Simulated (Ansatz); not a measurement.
The starting structures come from a database of crystals and need not be the phases stable at ambient conditions.

By PBEsol, the system below comes out a metal.

Without scattering a metal conducts by its projected Fermi surface.

Consider the following.

```xyz
12
Lattice="5.7207 0.0000 0.0000 0.0000 8.0902 0.0000 0.0000 4.0451 4.0451" Properties=species:S:1:pos:R:3 pbc="T T T"
Si     2.8603     2.0226     2.0226
Si     0.0000     4.0451     0.0000
Si     2.8603     6.0677     2.0226
Si     0.0000     0.0000     0.0000
P      2.2408     4.0451     0.8761
P      3.4798     8.0902     3.1690
P      5.1012     2.0226     1.1465
P      0.6195    10.1128     2.8987
P      3.4798     7.2142     0.0000
P      2.2408     0.8761     0.0000
P      0.6195     6.9438     2.0226
P      5.1012     5.1916     2.0226
```

Space group of this cell: Pa-3. The cell is taken as given; by PBEsol its mean pressure is -1.4 GPa.

The current flows along the normal of the first two printed cell vectors, the (110) plane of the conventional cell. No spin-orbit coupling; the value is a mean over 0.1 eV about the Fermi level.

Question: Predict the ballistic conductance per area from PBEsol (Ansatz, a first-principles code).

Answer: 0.26 × 10¹⁵ S/m² for both spins.
